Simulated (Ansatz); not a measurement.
The reference is InAs in the zinc blende structure (space group F-43m, No. 216; a = 6.087 Å). Axes: x, y, z lie along the cube axes.

Structures relaxed with plane-wave PAW DFT at the PBEsol level (Ansatz, an electronic-structure program, 420 eV), no spin-orbit coupling.

Base:

Simulated powder pattern, Cu Kα1, λ = 1.54056 Å (kinematic, ideal powder, no thermal factors, no anomalous dispersion; the 10 strongest lines at most, above 2 %, up to 2θ = 90°):

```
2θ (°)  I/Imax (%)    hkl
------  ----------  -----
25.32          100  (111)
29.32          4.1  (200)
41.94           74  (220)
49.63           47  (311)
60.82           12  (400)
66.95           19  (331)
76.62           24  (422)
82.22           14  (333)
```

After one change:

Simulated powder pattern, Cu Kα1, λ = 1.54056 Å (kinematic, ideal powder, no thermal factors, no anomalous dispersion; the 10 strongest lines at most, above 2 %, up to 2θ = 90°):

```tsv
2θ (°)	I/Imax (%)
25.45	100
41.94	25
42.28	49
49.70	31
50.29	15
60.82	8.1
67.50	12
76.85	16
77.54	7.9
82.28	7.0
```

**Question.** Which of these changes matches the shifts?
A. uniaxial strain ε_zz = +0.50 %
B. uniaxial strain ε_zz = −0.50 %
C. uniaxial strain ε_zz = +2.00 %
D. uniaxial strain ε_zz = −1.50 %

**Answer.** D, uniaxial strain ε_zz = −1.50 %. Its volume per atom is 27.77 Å³ against 28.20 Å³, and its space group is I-4m2 (No. 119).

Stability against distortions was not tested. The final runs are not spin-polarised.
